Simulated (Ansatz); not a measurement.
Abridged Ansatz (a program for electronic structure) output:

```
Relaxation: its limit of steps is 50 (relax.max_steps)
Pseudopotential: I, paw, valence charge 17
Pseudopotential: Cu, paw, valence charge 19
Crystal: 2 atoms, lattice volume = 50.844 Å³
Basis set: ecut = 420 eV, 959 PW (Γ), exchange–correlation on 60×60×60 points (8 copies of the dense FFT grid, shifted against one another)
Bands: 22, of which v1, the nominal top of the filled ones, is band 18 counted from 1 (17 counted from 0)
Symmetry: 1 space group operations
k-points: 504 of 1000 (time reversal used)
Functional: x = pbesol(κ = 0.804, μ = 0.12345679012345678), c = pbesol(β = 0.046)
SCF iter   1: F=—  HF=-14022.251630 eV  |F-HF|=—  |Δ(HF+E_count)|=         —  Δρ=7.97e-2  dr2=3.32e0  ethr=3.10e-3  ⟨swp⟩=6.5  Hψ=54512  notcnv=0
SCF iter   2: F=—  HF=-14022.462042 eV  |F-HF|=—  |Δ(HF+E_count)|=   2.10e-1  Δρ=1.52e-1  dr2=7.16e0  ethr=3.10e-3  ⟨swp⟩=4.1  Hψ=30841  notcnv=0  recentre
SCF 1 converged in 11 iterations: F = -14021.383052 eV  dr2 = 1.67e-11
relax step   1: F+E_penalty+E_count = -14021.38305249 eV  Δ(F+E_penalty+E_count) = +0.000e0 eV  max|allowed force component| = 8.997e-2 eV/Å  Δτ_max = 0.0000 Å  (11 SCF iters, accepted)
Crystal: 2 atoms, lattice volume = 50.844 Å³
SCF iter   1: F=—  HF=-14021.384249 eV  |F-HF|=—  |Δ(HF+E_count)|=         —  Δρ=5.52e-4  dr2=1.20e-4  ethr=3.16e-7  ⟨swp⟩=2.2  Hψ=42803  notcnv=0
SCF iter   2: F=—  HF=-14021.384216 eV  |F-HF|=—  |Δ(HF+E_count)|=   3.28e-5  Δρ=2.38e-4  dr2=9.51e-6  ethr=3.16e-7  ⟨swp⟩=2.2  Hψ=16210  notcnv=0
SCF 2 converged in 7 iterations: F = -14021.384213 eV  dr2 = 6.41e-11
relax step   2: F+E_penalty+E_count = -14021.38421316 eV  Δ(F+E_penalty+E_count) = -1.161e-3 eV  max|allowed force component| = 4.454e-2 eV/Å  Δτ_max = 0.0070 Å  (7 SCF iters, accepted)
Crystal: 2 atoms, lattice volume = 50.844 Å³
SCF iter   1: F=—  HF=-14021.384626 eV  |F-HF|=—  |Δ(HF+E_count)|=         —  Δρ=5.48e-4  dr2=1.17e-4  ethr=3.28e-6  ⟨swp⟩=4.6  Hψ=30499  notcnv=0
SCF iter   2: F=—  HF=-14021.384597 eV  |F-HF|=—  |Δ(HF+E_count)|=   2.97e-5  Δρ=2.36e-4  dr2=8.91e-6  ethr=3.26e-7  ⟨swp⟩=2.7  Hψ=22696  notcnv=0
SCF 3 converged in 8 iterations: F = -14021.384595 eV  dr2 = 3.17e-12
relax step   3: F+E_penalty+E_count = -14021.38459460 eV  Δ(F+E_penalty+E_count) = -3.814e-4 eV  max|allowed force component| = 5.189e-4 eV/Å  Δτ_max = 0.0070 Å  (8 SCF iters, accepted)
SCF converged after 8 iterations
Free energy (F): -14021.384595 eV
Internal energy: -14021.384595 eV  (E = F + TS)
E sigma→0 (E₀):  -14021.384595 eV
Entropy (-TS):   -0.000000 eV (-0.000 meV/atom)
Fermi energy:    10.047262 eV
--- Forces (eV/Å), atoms counted from 1 ---
  atom   1  I     -0.00051900     0.00010838    -0.00022131
  atom   2  Cu     0.00051870    -0.00010815     0.00022132
--- Stress (GPa, compression-positive) ---
        1.317480      -0.086797      -0.257636
       -0.086797       1.765705       0.376694
       -0.257636       0.376694       1.584574
  P = ⅓ Tr σ = 1.5559 GPa (15.559 kbar)
--- Relaxed structure (3 steps of the walk, 3 accepted, 0 SCFs on fresh bases) ---
  atoms:
    - { symbol: I, position: [0.7537358753502121, 0.7472391923972762, 0.7489383968260505] }
    - { symbol: Cu, position: [-0.003735875350212195, 0.0027608076027237603, 0.001061603173949423] }
```

What was computed, and what are the main results?

CuI, 2 atoms in the cell, with PBEsol, PAW, 420 eV (Ansatz; no spin-orbit coupling), earlier PAW set. The last SCF converged to F = -14021.384595 eV, or -7010.6923 eV per atom, at a pressure of 1.56 GPa. The total energy compares only with runs of the same code, potentials and settings.

Spin-orbit coupling, missing from the scalar runs, can matter with I. The cells carry an imposed strain or load. Stability against distortions was not tested. The final runs are not spin-polarised. The cell was made from CuI in the zinc blende structure (space group F-43m, No. 216) by this change: strain tensor (xx, yy, zz, yz, xz, xy) = (+0.26, −2.10, −1.08, −0.78, +0.54, +0.19) %.

Keys are those of Ansatz 0.2.
